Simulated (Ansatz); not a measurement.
The reference is Ti in the hcp (Mg type) structure (space group P6_3/mmc, No. 194; a = 2.8644 Å, c = 4.5373 Å; relaxed with 0.1 eV smearing). Axes: x lies along a and z along c of the hexagonal cell.

Calculations: Kohn–Sham DFT with the LDA functional, run in Ansatz (a quantum-chemistry and plane-wave program) with PAW and 420 eV plane waves, spin-orbit coupling left out.

Base values:

The pressure comes out as 0.0 GPa.

Now apply this change: the cell is stretched by 0.50 % along z with no lateral relaxation; the atoms relax in the strained cell.

Task: Estimate the effect on the pressure.

Result: The pressure (mean of the normal stresses, compression positive) goes from zero to -0.6 GPa.

No phonon test of stability was made. The final runs are not spin-polarised.
